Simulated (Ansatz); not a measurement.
## A computed series for TiAl: response to strain

Base system: TiAl (space group P4/mmm, No. 123; relaxed with 0.1 eV smearing).

```xyz
2
Lattice="2.8127 0.0000 0.0000 0.0000 2.8127 0.0000 0.0000 0.0000 4.0616" Properties=species:S:1:pos:R:3 pbc="T T T"
Ti     0.0000     0.0000     0.0000
Al     1.4064     1.4064     2.0308
```

Cartesian axes are those of the cell as printed.

Strains are applied to the cell and any free atomic positions relax.

The values are results of r2SCAN in Ansatz (plane waves to 500 eV, PAW, no spin-orbit coupling), not measurements.

Notes on the quantities. energy relative to the base: free energy F.

```tsv
uniaxial strain ε_zz (%)	energy relative to the base (meV/atom)
-3	8.5
-2.5	5.9
-2	3.8
-1.5	2.1
-1	0.9
-0.5	?
0	0.0
```

### Question
Fit ΔE = Aε² + Bε³ (ε in %) to the rows shown and predict the withheld row.

### Answer
Least squares on the printed values gives A = 0.936 and B = -0.0031 meV/atom (largest residual 0.0 meV/atom); this predicts 0.2 meV/atom, and the run gives 0.2 meV/atom, in agreement.

Stability against distortions was not tested. The final runs are not spin-polarised.

Ansatz is a first-principles code.
